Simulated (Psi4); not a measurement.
Psi4 1.11, B3LYP/def2-svp: N[SiH2][SiH2][Si](F)(F)F, 13 atoms. The geometry is a generated start, not checked to be a minimum at this level.

* **task**: energy
* **method**: b3lyp
* **basis**: def2-svp
* **memory**: 3 GB
* **maxiter**: 100
* **keys of the molecule block**: symmetry c1
* **scf_type**: df (default)
* **e_convergence**: 1e-06 (default)
* **d_convergence**: 1e-06 (default)
* **dft_radial_points**: 75 (default)
* **dft_spherical_points**: 302 (default)
* **basis functions**: 140
* **grid points**: 278444

```xyz
13

Si     2.3058     0.4028     0.9127
F      2.2142    -0.3525     2.3157
F      3.8616     0.2863     0.5935
F      2.1930     1.9300     1.3610
Si     0.7289    -0.2595    -0.5897
Si    -1.4537     0.0559     0.1802
N     -2.6995    -0.3768    -0.9300
H      1.0155     0.4525    -1.8521
H      1.0326    -1.6631    -0.9389
H     -1.7312    -0.7790     1.3533
H     -1.7206     1.4679     0.4745
H     -2.8696     0.1812    -1.7486
H     -2.8771    -1.3458    -1.1316
```

With the defaults (diis = true, scf_initial_accelerator = adiis, damping_percentage = 0, diis_max_vecs = 10, guess = auto, which took SAD, level_shift = 0, level_shift_cutoff = 0.01, soscf = false, soscf_start_convergence = 0.01) it converges in 9 SCF iterations. One run each on 2 threads, with these changes:
- diis = false, scf_initial_accelerator = none, damping_percentage = 60
- soscf = true
- diis_max_vecs = 6
- soscf = true, soscf_start_convergence = 0.1
- guess = modhuckel
- diis_max_vecs = 3
- level_shift = 0.5, level_shift_cutoff = 0.001
- guess = huckel
- guess = sadno

Task: Which of these changes keep the SCF from converging, or lead it to another solution?

Result: No convergence: diis = false, scf_initial_accelerator = none, damping_percentage = 60 (the run ends without SCF convergence in 100 iterations). The rest reach the solution of the defaults.

```
setting                                                                SCF iterations  JK calls             end
---------------------------------------------------------------------  --------------  --------  --------------
soscf = true, soscf_start_convergence = 0.1                                         6        22   same solution
soscf = true                                                                        6        17   same solution
the defaults                                                                        9        10   same solution
guess = huckel                                                                      9        30   same solution
level_shift = 0.5, level_shift_cutoff = 0.001                                       9        10   same solution
guess = modhuckel                                                                   9        30   same solution
guess = sadno                                                                       9         9   same solution
diis_max_vecs = 6                                                                  10        11   same solution
diis_max_vecs = 3                                                                  11        12   same solution
diis = false, scf_initial_accelerator = none, damping_percentage = 60             100       101  no convergence
```

An SOSCF iteration holds several JK calls; a Hückel guess adds calls on atoms.
